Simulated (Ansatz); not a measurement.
The reference is MoS2 (space group R3m, No. 160; a = 3.153 Å, c = 17.994 Å (hexagonal axes); layered, stacked along the Cartesian z axis).

All numbers come from PBE-D3(BJ) (Ansatz, a program for electronic structure, PAW, no spin-orbit coupling), earlier PAW set.

Carriers are added at fixed cell with a uniform background; the Fermi–Dirac width is that of 300 K.

One change was made to it. Results:

The gap between the host's bands drops by 0.02 eV, from 0.77 eV to 0.75 eV; the Fermi level relative to the doped band's edge (positive inside the band; to 0.05 eV) comes out as +0.25 eV; the gap character remains indirect, T → k = (0, 0.182, -0.182) in the run's primitive reciprocal basis.

Name the change that was made.
A) holes 5.0×10^21 cm⁻³
B) electrons 7.0×10^21 cm⁻³
C) holes 3.0×10^21 cm⁻³
D) electrons 2.0×10^21 cm⁻³

D, electrons 2.0×10^21 cm⁻³. For comparison, the Fermi level from band edge in the other runs: electrons 7.0×10^21 cm⁻³ gives +0.50 eV; holes 5.0×10^21 cm⁻³ gives +0.95 eV; holes 3.0×10^21 cm⁻³ gives +0.80 eV.

Charged cell with a jellium background: band edges are those of the host's band count, energies are not comparable with the neutral cell, and many-body gap narrowing is missing. Whether these cells are dynamically stable was not tested.
